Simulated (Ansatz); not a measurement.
Ansatz (an electronic-structure program) run on SnO2 (P2, 6 atoms in the cell): self-consistent single point.

Method of the run: LDA (PW92), harder PAW files (source: ansatz) made with PBE (plane waves; Ansatz).

The change in words: lattice scaled by 0.98; basis.ecutwfc: 420 eV → 1115 eV; hamiltonian.pseudopotentials: {kind: paw} (the program's default PAW files) → {kind: paw, source: ansatz}. Reference geometry:
```xyz
6
Lattice="4.8024 0.0000 0.0000 0.0000 4.8812 0.0000 0.0000 0.0000 3.2506" Properties=species:S:1:pos:R:3 pbc="T T T"
Sn     2.4012     2.4406     1.6753
Sn     0.0000     0.0000     0.0000
O      1.4016     1.5671     0.0000
O      3.4008     3.3141     0.0000
O      3.8028     0.8735     1.6253
O      0.9996     4.0076     1.6253
```

Reference input (self-consistent single point, DFT, LDA (PW92), plane waves, default PAW files made with PBE): basis.ecutwfc = 420 eV; kpoints.mp_grid.grid = 4 4 7; hamiltonian.xc = lda; hamiltonian.pseudopotentials = {kind: paw} (the program's default PAW files); scf.occupations.method = fixed. This run's input differs from it in these lines:

Ansatz 0.2 input:
```diff
@@ -3,5 +3,5 @@
   lattice:
-    - [4.802364, 0.000000, 0.000000]
-    - [0.000000, 4.881180, 0.000000]
-    - [0.000000, 0.000000, 3.250623]
+    - [4.706317, 0.000000, 0.000000]
+    - [0.000000, 4.783556, 0.000000]
+    - [0.000000, 0.000000, 3.185611]
   atoms:
@@ -14,3 +14,3 @@
 basis:
-  ecutwfc: 420.0
+  ecutwfc: 1115.0
 kpoints:
@@ -19,3 +19,3 @@
   xc: lda
-  pseudopotentials: { kind: paw }
+  pseudopotentials: { kind: paw, source: ansatz }
 scf:
```

Output (repeated stretches shortened):

```
SCF iter   1: F=—  HF=-21383.193768 eV  |F-HF|=—  |Δ(HF+E_count)|=         —  Δρ=7.55e-2  dr2=2.56e0  ethr=3.10e-3  ⟨swp⟩=4.5  Hψ=5427  notcnv=0  defer=200
all-band conjugate gradients solve this SCF's bands
preconditioner: auto → Resta (q_TF=auto, 2.704 Å⁻¹)
SCF iter   2: F=—  HF=-21382.417416 eV  |F-HF|=—  |Δ(HF+E_count)|=   7.76e-1  Δρ=3.49e-2  dr2=4.71e-1  ethr=3.10e-3  ⟨swp⟩=2.0  Hψ=3083  notcnv=0  defer=199
   [... lines left out ...]
SCF iter   6: F=—  HF=-21382.291056 eV  |F-HF|=—  |Δ(HF+E_count)|=   6.92e-5  Δρ=3.39e-4  dr2=6.37e-5  ethr=5.14e-7  ⟨swp⟩=2.4  Hψ=2247  notcnv=0  defer=200
SCF iter   7: F=—  HF=-21382.291189 eV  |F-HF|=—  |Δ(HF+E_count)|=   1.34e-4  Δρ=1.15e-4  dr2=6.55e-6  ethr=9.37e-8  ⟨swp⟩=2.0  Hψ=2086  notcnv=0  defer=100
SCF iter   8: F=—  HF=-21382.291189 eV  |F-HF|=—  |Δ(HF+E_count)|=   2.13e-7  Δρ=2.05e-5  dr2=2.85e-7  ethr=9.63e-9  ⟨swp⟩=2.1  Hψ=2028  notcnv=0  defer=100
SCF iter   9: F=-21382.291189 eV  HF=-21382.291189 eV  |F-HF|=1.49e-10  |Δ(HF+E_count)|=   4.88e-8  Δρ=3.45e-6  dr2=8.67e-9  ethr=1.47e-10  ⟨swp⟩=11.4  Hψ=7820  notcnv=0
SCF 1 converged in 9 iterations: F = -21382.291189 eV  dr2 = 8.67e-9
Free energy (F): -21382.291189 eV
Internal energy: -21382.291189 eV  (E = F + TS)
E sigma→0 (E₀):  -21382.291189 eV
Fermi energy:    10.646978 eV
--- Forces (eV/Å), atoms counted from 1 ---
  atom   1  Sn     0.00000000     0.00000000    -0.96973010
  atom   2  Sn     0.00000000     0.00000000     0.00754280
  atom   3  O     -0.03611492    -0.12327971     0.46087988
  atom   4  O      0.03611492     0.12327971     0.46087988
  atom   5  O      0.00297761     0.08959330     0.02020786
  atom   6  O     -0.00297761    -0.08959330     0.02020786
--- Stress (GPa, compression-positive) ---
       -1.745088       0.183937       0.000000
        0.183937      -2.125935       0.000000
        0.000000       0.000000      -0.786003
  P = ⅓ Tr σ = -1.5523 GPa (-15.523 kbar)
  The stress holds the Pulay correction. Without it, at fixed plane waves, as pw.x and ABINIT print it: P = -1.5633 GPa
```

The run converged in 9 iterations. Against the reference run the pressure goes from -12.44 to -1.55 GPa, the largest force goes from 0.743 to 0.970 eV/Å and the gap on the mesh goes from 0.611 to 1.193 eV.

The starting cell comes from a database of computed structures (which also holds hypothetical and non-ambient phases and stackings), without a prior relaxation at this level. Its lattice was rescaled by up to half a per cent. One atom was moved a little off its site on purpose. For this run, on top of that: lattice scaled by 0.98. Ansatz's pressure includes its estimate of the finite-basis (Pulay) stress.

Cost on one core of a shared machine: roughly 40 s.
